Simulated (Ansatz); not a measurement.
The starting structures come from a database of crystals and need not be the phases stable at ambient conditions.

 Where the default PAW files enter, the runs use the earlier of Ansatz's two default sets.

The decay constant κ of evanescent states in the gap governs leakage through a thin film.

Given:

```
CELL_PARAMETERS angstrom
      5.17960     0.00000     0.00000
      0.00000     6.36088     0.00000
      0.00000    -3.18044     5.50868
ATOMIC_POSITIONS crystal
  Cs 0.26823 0.33333 0.66667
  Cs 0.73177 0.66667 0.33333
  Li 0.50000 0.00000 0.00000
  Ga 0.00000 0.00000 0.00000
  F  0.77071 0.13835 0.27670
  F  0.22929 0.86165 0.72330
  F  0.77071 0.13835 0.86165
  F  0.22929 0.86165 0.13835
  F  0.77071 0.72330 0.86165
  F  0.22929 0.27670 0.13835
```

Space group of this cell: P-3m1. The cell is taken as given; by PBEsol its mean pressure is -2.5 GPa.

Transport runs along the normal of the first two printed cell vectors, the (100) plane of the conventional cell.

No gap correction and no spin-orbit coupling; mid-gap values are interpolated between computed energies.

### Question
Compute, with PBEsol run with Ansatz (a program for electronic structure), the band gap and the smallest decay constant κ at mid-gap.

### Answer
Gap 6.03 eV on a 6×6×6 mesh; κ = 0.469 1/Å, at the zone centre.
